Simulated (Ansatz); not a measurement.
## fcc Pt (1 1 0) on beta Si3N4 (1 0 0) (film strained to the substrate, faces as cut)

A periodic stack without vacuum, fcc Pt (1 1 0) on beta Si3N4 (1 0 0) (film strained to the substrate, faces as cut): substrate slab Si12N16, film Pt16, surface cells [[0, -1], [1, -1]] and [[0, -1], [2, -1]], film strained by -3.5 and +4.3 %, faces Si/Si and Pt/Pt as cut (like faces can put a slab off its formula).

The start was prepared with a machine-learned potential, and the result is one local minimum, with the in-plane cell held and forces under 0.04 eV/Å; the film can end far from its bulk form.

Computed with PBE (plane waves to 420 eV, PAW; Ansatz, a quantum-chemistry and plane-wave program). No spin–orbit coupling; the runs are not spin-polarised; PBE gaps are too small against experiment. Its k-point mesh 9×4×1, Fermi–Dirac width 0.05 eV.

```
Quantity                                                                                    Value
--------------------------------------------------------------------------------  ---------------
interface area                                                                            22.4 Å²
period                                                                                    25.31 Å
gaps between the outermost planes at the two interfaces                           1.75 and 1.75 Å
Pt–Si contacts across the interfaces within 1.22 times the sum of covalent radii   4, mean 2.48 Å
N–Pt contacts across the interfaces within 1.22 times the sum of covalent radii    2, mean 2.05 Å
```

```
CELL_PARAMETERS angstrom
      2.92609     0.00230    -0.05462
      2.92656     7.66387     0.31682
      0.49639     4.48757    25.54864
ATOMIC_POSITIONS crystal
  Si 0.22157 0.87874 0.24525
  Si 0.36818 0.23251 0.20010
  Si 0.75262 0.34880 0.09356
  Si 0.51610 0.08570 0.03768
  Si 0.97113 0.62938 0.18602
  Si 0.36439 0.73640 0.07957
  N  0.54490 0.55539 0.04960
  N  0.18181 0.41857 0.22825
  N  0.99251 0.10804 0.21715
  N  0.28386 0.31729 0.13171
  N  0.92518 0.17682 0.05961
  N  0.74135 0.85954 0.06477
  N  0.81343 0.78699 0.22549
  N  0.44215 0.65859 0.14832
  Si 0.90992 0.18871 0.50403
  Si 0.06067 0.53801 0.46217
  Si 0.45462 0.64494 0.35572
  Si 0.20438 0.39559 0.29649
  Si 0.67345 0.92556 0.44817
  Si 0.05786 0.04182 0.34163
  N  0.24410 0.85574 0.31349
  N  0.87936 0.71903 0.49215
  N  0.68366 0.41491 0.47701
  N  0.98355 0.61572 0.39342
  N  0.61250 0.48733 0.31625
  N  0.43352 0.16628 0.32459
  N  0.50118 0.09770 0.48205
  N  0.14231 0.95698 0.41002
  Pt 0.23276 0.86483 0.62978
  Pt 0.72649 0.37112 0.63116
  Pt 0.44315 0.15394 0.58293
  Pt 0.93688 0.66100 0.57303
  Pt 0.31799 0.77924 0.74385
  Pt 0.80857 0.28864 0.74200
  Pt 0.52770 0.07061 0.69088
  Pt 0.01615 0.58131 0.68325
  Pt 0.40545 0.69262 0.85845
  Pt 0.89282 0.20362 0.85081
  Pt 0.61126 0.98551 0.79970
  Pt 0.10199 0.49491 0.79784
  Pt 0.48604 0.61334 0.96872
  Pt 0.97593 0.12005 0.95875
  Pt 0.69469 0.90306 0.91047
  Pt 0.18840 0.40930 0.91204
```
